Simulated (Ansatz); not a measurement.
# Worked sum: formation energy of Os_W in W (bcc, Im-3m)

Subject: the formation energy of Os_W in W (bcc, Im-3m). Reaction: Os (hcp) + 63 W (bcc) → cell A.

A: a supercell of 64 sites of W (bcc, Im-3m) with Os on a W site (8 W at 2.76 Å); spin state with PBE: run without spin.

Ansatz (a program for electronic structure) with PAW potentials; structures come from PBE relaxations, nuclei static, no net charge. Ansatz runs with its default PAW set. Other levels take these structures. The lattices are those relaxed with PBE, so at other levels the solids can be strained, which adds to the spread. Larger cells are relaxed from a start prepared with the learned potential CHGNet, on a coarser mesh till forces fall under 0.03 eV/Å, which some starts already meet. A dispersion term (D3(BJ), or D4 for r2SCAN) was computed beside these levels and is taken off wherever the name lacks it. The runs are scalar-relativistic, without spin-orbit coupling. Mesh and cell size may move defect energies by 0.1 eV or more. Cell A has symmetry Im-3m within 0.02 Å and got no random move, so less symmetric positions, which may lie lower, weren't tried.

Total energies of the cells in eV, at zero smearing width. They compare only within one column; the weights balance every element.

```
cell       atoms  weight         r2SCAN      r2SCAN+D4
---------  -----  ------  -------------  -------------
A: W:Os_W     64      +1  -666426.65405  -666440.44045
Os (hcp)       2    −1/2   -22795.25108   -22795.68175
W (bcc)       64  −63/64  -665427.10885  -665440.92039
```

r2SCAN: (-666426.65405) − 1/2 × (-22795.25108) − 63/64 × (-665427.10885) = 0.782 eV.

r2SCAN+D4: (-666440.44045) − 1/2 × (-22795.68175) − 63/64 × (-665440.92039) = 0.806 eV.

What follows from the r2SCAN value: With the reservoirs of the reaction as written, and without entropy terms or charged states, the share of sites that hold the defect in equilibrium is exp(−0.78 eV/k_BT) = 1.2×10^-4 at 1000 K.
